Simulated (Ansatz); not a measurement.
CaO: energy against strain

CaO (rock salt, Fm-3m, 13.542 Å³/atom at rest) under an equal strain ε in the (001) plane with the normal axis free, as in a coherent film. PBEsol in Ansatz, a plane-wave DFT program (PAW, default set), 420 eV, 12×12×12 Γ-centred mesh, Fermi-Dirac smearing 0.05 eV; ions are relaxed within the symmetry of each cell.

Here s stands for strain and y for E less E0.

| strain (%) | E less E0 (meV/atom) |
|---|---|
| -3.00 | ? |
| -1.50 | 5.19 |
| -1.00 | 2.25 |
| -0.50 | 0.54 |
| 0.00 | 0.00 |
| 0.50 | 0.52 |
| 1.00 | 2.08 |
| 1.50 | 4.58 |

Task: Using a parabola, estimate the missing y at s = -3.00 from the other rows, showing the fit.

Result: Least squares gives y = -0.009 - 0.1564·s + 2.1748·s². Residuals (row less fit): 0.071, -0.072, -0.073, 0.009, 0.064, 0.071, -0.070; standard error 0.086 (degrees of freedom: 4). Twice the quadratic coefficient over the volume, 2 × 2.1748 meV × 10⁴ × 0.1602 / 13.542 Å³, is twice the biaxial elastic modulus of this plane = 515 ± 9 GPa. At the withheld row, y = -0.009 - 0.1564 × (-3.0) + 2.1748 × (-3.0)² = 20.033 meV/atom. The calculation gives 22.16 meV/atom, 2.127 meV/atom above the prediction (9.6 % of the range of y in the table). The row lies outside the fitted rows, so this is an extrapolation. From the scatter of the fitted rows alone, a prediction at this place has a standard error of 0.329 meV/atom, so the miss is 6.5 times that.

One order more, fitted to all 13 runs of the series, follows each within 0.03, so the miss is the next term of a smooth law. Rows are the converged runs of the series near zero and its far end; series whose fitted rows scatter by over a few per cent of the range, as at a crossing or softening among them, aren't shown in this form. Most that stay on the fit to the last digits aren't either.
